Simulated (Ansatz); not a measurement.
# GaN, response to strain

The reference is GaN in the zinc blende structure (space group F-43m, No. 216; a = 4.4981 Å). Axes: x, y, z lie along the cube axes.

Strains are applied to the cell and any free atomic positions relax; under biaxial strain the out-of-plane vector relaxes too.

Method: Kohn–Sham DFT with the PBEsol functional, run in Ansatz (a first-principles code) with PAW and 420 eV plane waves, spin-orbit coupling left out.

Candidates:
(a) isotropic strain +1.46 %
(b) biaxial strain +0.61 %, plane normal [001], relaxed out of plane
(c) biaxial strain −2.49 %, plane normal [111], relaxed out of plane
(d) biaxial strain −1.35 %, plane normal [001], relaxed out of plane
(e) strain tensor (xx, yy, zz, yz, xz, xy) = (+0.17, +0.41, +0.01, −0.02, +0.82, −0.99) %

Base values:

The band gap is 1.70 eV.

Problem. Order them by band gap, lowest first.

Solution. (a) isotropic strain +1.46 % (1.43 eV), (e) strain tensor (xx, yy, zz, yz, xz, xy) = (+0.17, +0.41, +0.01, −0.02, +0.82, −0.99) % (1.57 eV), (b) biaxial strain +0.61 %, plane normal [001], relaxed out of plane (1.63 eV), (d) biaxial strain −1.35 %, plane normal [001], relaxed out of plane (1.73 eV), (c) biaxial strain −2.49 %, plane normal [111], relaxed out of plane (1.81 eV)

Stability against distortions was not tested. This is not the structure that GaN has at room temperature and ambient pressure.
